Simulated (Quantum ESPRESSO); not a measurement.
# Refining one setting for Si₃N₄ (P6_3/m, 14 atoms in the cell)

```
CELL_PARAMETERS angstrom
      7.57430     0.00000     0.00000
     -3.78715     6.55953     0.00000
      0.00000     0.00000     2.89452
ATOMIC_POSITIONS crystal
  Si 0.17420 0.76780 0.25000
  Si 0.40640 0.17420 0.75000
  Si 0.23220 0.40640 0.25000
  Si 0.82580 0.23220 0.75000
  Si 0.59360 0.82580 0.25000
  Si 0.76780 0.59360 0.75000
  N  0.33333 0.66667 0.25000
  N  0.66667 0.33333 0.75000
  N  0.32900 0.03900 0.25000
  N  0.29000 0.32900 0.75000
  N  0.96100 0.29000 0.25000
  N  0.67100 0.96100 0.75000
  N  0.71000 0.67100 0.25000
  N  0.03900 0.71000 0.75000
```

Level of theory: PBE, GBRV 1.5 ultrasoft (PBE) pseudopotentials (plane waves; Quantum ESPRESSO).

The starting cell comes from a database of published, mostly measured structures (it also holds non-ambient and calculated ones), without a prior relaxation at this level. Its lattice was rescaled by a random factor within 2.5 % of one. In the base run, with a pressure of about 10 GPa the cell is away from its equilibrium volume at this level. In the base run, forces exceed 1 eV/Å.

Held fixed: ecutwfc = 40 Ry; occupations = smearing; smearing = gauss; degauss = 0.0099958 Ry; potentials = {Si: si_pbe_v1.uspp.F.UPF, N: n_pbe_v1.2.uspp.F.UPF}; K_POINTS = automatic 3 3 6 0 0 0; conv_thr = 1e-09 Ry.

ΔF is the free energy per atom less that of the last row (640 Ry).

The series runs over ecutrho = 80 Ry; 120 Ry; 160 Ry; 200 Ry; 240 Ry; 320 Ry; 400 Ry; 480 Ry; 640 Ry.

Problem. From which setting on does the largest force stay within 0.005 eV/Å of the last one?

Solution. From ecutrho = 120 Ry on; the one before it is off by 0.0066 eV/Å. The value it settles on is 1.854 eV/Å at this level of theory and with the other settings as held.

| ecutrho | ΔF (meV/atom) | pressure (GPa) | largest force (eV/Å) | gap on the mesh (eV) | iterations |
|---|---|---|---|---|---|
| 80 Ry | -6.4 | 10.85 | 1.848 | 4.361 | 11 |
| 120 Ry | -0.10 | 10.38 | 1.855 | 4.356 | 12 |
| 160 Ry | 0.28 | 10.36 | 1.854 | 4.356 | 12 |
| 200 Ry | 0.18 | 10.36 | 1.854 | 4.356 | 12 |
| 240 Ry | 0.15 | 10.36 | 1.854 | 4.356 | 12 |
| 320 Ry | 0.03 | 10.36 | 1.854 | 4.356 | 12 |
| 400 Ry | 0.05 | 10.36 | 1.854 | 4.356 | 12 |
| 480 Ry | -0.04 | 10.36 | 1.854 | 4.356 | 12 |
| 640 Ry | 0.00 | 10.36 | 1.854 | 4.356 | 12 |

Gaps are taken between levels on the mesh.
